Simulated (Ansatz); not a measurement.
## Migration barriers: interstitial H in anatase TiO2 with all lengths changed by +1 %, charge state +1

Consider interstitial H in anatase TiO2 with all lengths changed by +1 %, charge state +1. Level of theory: PBE, PAW (plane waves to 420 eV; Ansatz, an electronic-structure program).

Settings: 108 host sites, the strained lattice (strain from the relaxed PBE one, atoms relaxed), the Γ point alone, smearing 0.01 eV, spin-restricted, no image-charge correction. Energies are static. The charge state is imposed; whether it is stable for some Fermi level was not computed. Sites that were not tried may lie lower.

Barriers: single points on a 2×2×2 k-point mesh shifted by half a step at the bands' geometries.

```csv
Route,Start site over the lowest site run (eV),Hop (Å),Forward barrier (eV),Backward barrier (eV),Neighbours at the start,Neighbours at the saddle,Saddle order,"Forward, on the band's own sampling (eV)"
"several atoms move together, H the farthest",0.00,2.53,0.43,0.43,"O at 0.98, 2 O at 2.14 Å","O at 0.98, 2 O at 2.19 Å","not checked, on a symmetry element",0.44
one H atom jumps by itself,0.00,1.00,0.44,0.44,"O at 0.98, 2 O at 2.14 Å",2 O at 1.23; Ti at 2.12 Å,"not checked, on a symmetry element",0.43
one H atom jumps by itself,0.00,1.31,0.70,0.70,"O at 0.98, 2 O at 2.14 Å",2 O at 1.28 Å,"not checked, on a symmetry element",0.72
```

Paths come from climbing-image nudged elastic band runs.  A band can be held on a symmetry element, so unchecked saddle points there may be too high.

The whole set of runs took very roughly 2.6 core-hours.
